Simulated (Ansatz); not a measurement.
Reference: InP (F-43m), PBEsol, rigid bands (plane waves, PAW, scalar-relativistic; Ansatz, a first-principles code); axes and stresses refer to this cell.

```
InP
1.0
    0.00000     2.93940     2.93940
    2.93940     0.00000     2.93940
    2.93940     2.93940     0.00000
In P
1 1
Direct
  0.00000   0.00000   0.00000
  0.25000   0.25000   0.25000
```

The hole conductivity mass comes out as 0.47 mₑ, the Seebeck coefficient, n-type 1e19 cm⁻³ is -43 μV/K and the band gap comes out as 0.57 eV.

Problem. Change: functional PBE, cell relaxed with it. What happens to hole conductivity mass, Seebeck coefficient, n-type 1e19 cm⁻³, band gap?

Solution. hole conductivity mass increases to 0.51 mₑ; Seebeck coefficient, n-type 1e19 cm⁻³ shrinks in size to -40 μV/K; band gap shrinks to 0.44 eV.

Problem. Change: functional r2SCAN on the same cell. What happens to hole conductivity mass, Seebeck coefficient, n-type 1e19 cm⁻³, band gap?

Solution. hole conductivity mass moves little, to 0.47 mₑ; Seebeck coefficient, n-type 1e19 cm⁻³ grows in size to -58 μV/K; band gap grows to 1.11 eV.

Masses are for dilute carriers at 300 K, harmonic means over directions unless an axis is named. Seebeck coefficients are for the stated density at 300 K, with one relaxation time for all states and whether or not that doping can be reached. Spin-orbit coupling is left out unless a row names it; without it hole values are far off for these elements.
